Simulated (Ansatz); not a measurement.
# GaAlSb2 (R3m, No. 160, 4 atoms in the cell; start mp-1228895)

Method: PBEsol (plane waves, PAW; Ansatz, a program for electronic structure).

Numerical settings: plane-wave cutoff 500 eV, 10×10×10 k mesh, Fermi–Dirac smearing 0.05 eV, scalar-relativistic PAW data made under PBE.

Cell (relaxed at this level):

```
CELL_PARAMETERS angstrom
      2.16934     1.25247     7.08424
     -2.16934     1.25247     7.08424
      0.00000    -2.50494     7.08424
ATOMIC_POSITIONS crystal
  Al 0.99986 0.99986 0.99986
  Ga 0.50007 0.50007 0.50007
  Sb 0.12539 0.12539 0.12539
  Sb 0.62469 0.62469 0.62469
```

For GaAlSb2 (R3m, No. 160, 4 atoms in the cell; start mp-1228895), the band gap is 0.29 eV (on the SCF k mesh).

Note: the relaxation could not lower the start's symmetry, so the cell can be a saddle point above a distorted one.

Spin–orbit coupling is not included; with these elements it can move the gap by several tenths of an eV or more.

Computed values are for the static lattice.

A start named mp-… is a Materials Project structure, which need not be a measured phase.
